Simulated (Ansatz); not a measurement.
The starting structures come from a database of crystals and need not be the phases stable at ambient conditions.

By PBEsol, the system below comes out a metal.

Without scattering a metal conducts by its projected Fermi surface.

Data:

```xyz
13
Lattice="4.2033 0.0000 0.0000 0.0000 7.2168 0.0000 2.1008 3.6084 3.6072" Properties=species:S:1:pos:R:3 pbc="T T T"
Be     1.0504     5.4126     1.8036
Be     1.0504     1.8042     1.8036
Be     3.1521     1.8042     1.8036
Be     3.1521     5.4126     1.8036
Be     4.1946     7.2168     2.5283
Be     2.1096     3.6084     1.0789
Be     0.0000     4.6899     0.0000
Be     0.0000     2.5270     0.0000
Be     4.2053     3.6084     2.0786
Be     2.0988     7.2168     1.5286
Be     2.1017     1.5145     0.0000
Be     2.1017     5.7023     0.0000
Mo     0.0000     0.0000     0.0000
```

Space group of this cell: C2/m. The cell is taken as given; by PBEsol its mean pressure is -2.0 GPa.

The current flows along the normal of the first two printed cell vectors. No spin-orbit coupling; the value is a mean over 0.1 eV about the Fermi level.

Estimate the ballistic conductance per area that Ansatz (an electronic-structure program) with PBEsol returns for this system.

0.32 × 10¹⁵ S/m² for both spins.
